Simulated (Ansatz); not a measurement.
The starting structures come from a database of crystals and need not be the phases stable at ambient conditions.

 Where the default PAW files enter, the runs use the earlier of Ansatz's two default sets.

Inside the gap of an insulator the Bloch states are evanescent, with a wavenumber k + iκ along the transport direction.

Input:

```
CELL_PARAMETERS angstrom
      5.57779     0.00000     0.00000
      0.00000     5.57779     0.00000
      2.78890    -2.78890     6.08319
ATOMIC_POSITIONS crystal
  Zn 0.00000 0.00000 0.00000
  Ag 0.25000 0.25000 0.50000
  Ag 0.75000 0.75000 0.50000
  Sn 0.50000 0.50000 0.00000
  S  0.36052 0.12892 0.76840
  S  0.12892 0.87108 0.23160
  S  0.87108 0.63948 0.76840
  S  0.63948 0.36052 0.23160
```

Space group of this cell: I-42m. The cell is taken as given; by r2SCAN its mean pressure is -2.0 GPa.

Transport runs along the normal of the first two printed cell vectors, the (001) plane of the conventional cell.

The gap is the functional's own, uncorrected, and κ follows it; spin-orbit coupling is left out. Mid-gap values are interpolated between the computed energies.

Problem. Give the band gap and the smallest decay constant κ at mid-gap that r2SCAN (Ansatz, a quantum-chemistry and plane-wave program) yields.

Solution. Gap 0.53 eV on a 6×6×6 mesh; κ = 0.096 1/Å, at the zone centre.
